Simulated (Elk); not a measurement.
Band structure of NbAs (I4_1md, 4 atoms in the cell).

```yaml
crystal:
  lattice:
    - [-1.70848, 1.70848, 5.82059]
    - [1.70848, -1.70848, 5.82059]
    - [1.70848, 1.70848, -5.82059]
  atoms:
    - { symbol: Nb, position: [0.74972, 0.74972, 0.00000] }
    - { symbol: Nb, position: [0.49972, 0.99972, 0.50000] }
    - { symbol: As, position: [0.16728, 0.16728, 0.00000] }
    - { symbol: As, position: [0.91728, 0.41728, 0.50000] }
```

Level of theory: PBE, all-electron FP-LAPW, Elk's shipped species files, default APW+lo basis in Elk.

Settings: xctype = 20; stype = 0; swidth = 0.00367493 Ha; ngridk = 8 8 8; rmtscf = 0.92; maxscl = 100.

The starting cell comes from a database of computed structures (which also holds hypothetical and non-ambient phases and stackings), without a prior relaxation at this level. Its lattice was rescaled by a random factor within 2.5 % of one. Spin polarisation is off. Values depend on the basis (sphere radii, cutoffs, local orbitals), which need not be converged.

Levels in eV from the Fermi level, bands 25 to 32:
```json
[
 {"point": "Γ", "25": "-2.15", "26": "-1.80", "27": "-1.40", "28": "-1.40", "29": "0.76", "30": "1.34", "31": "2.50", "32": "3.12"},
 {"point": "X", "25": "-2.88", "26": "-2.88", "27": "-0.61", "28": "-0.61", "29": "2.53", "30": "2.53", "31": "2.78", "32": "2.78"},
 {"point": "Y", "25": "-2.85", "26": "-2.85", "27": "-0.65", "28": "-0.65", "29": "2.39", "30": "2.39", "31": "2.80", "32": "2.80"},
 {"point": "S", "25": "-2.26", "26": "-2.17", "27": "-1.49", "28": "-0.13", "29": "0.17", "30": "1.49", "31": "2.12", "32": "2.48"},
 {"point": "Z", "25": "-2.62", "26": "-2.62", "27": "-0.48", "28": "-0.48", "29": "1.04", "30": "1.04", "31": "2.00", "32": "2.00"},
 {"point": "S1", "25": "-2.26", "26": "-2.17", "27": "-1.49", "28": "-0.13", "29": "0.17", "30": "1.49", "31": "2.12", "32": "2.48"},
 {"point": "N", "25": "-2.28", "26": "-1.88", "27": "-1.48", "28": "-0.10", "29": "0.07", "30": "1.22", "31": "2.25", "32": "2.32"},
 {"point": "P", "25": "-2.91", "26": "-2.91", "27": "-0.59", "28": "-0.59", "29": "2.55", "30": "2.55", "31": "2.74", "32": "2.74"},
 {"point": "Y1", "25": "-2.85", "26": "-2.85", "27": "-0.65", "28": "-0.65", "29": "2.39", "30": "2.39", "31": "2.80", "32": "2.80"}
]
```

Bands cross the Fermi level along this path, so the cell is metallic at this level.
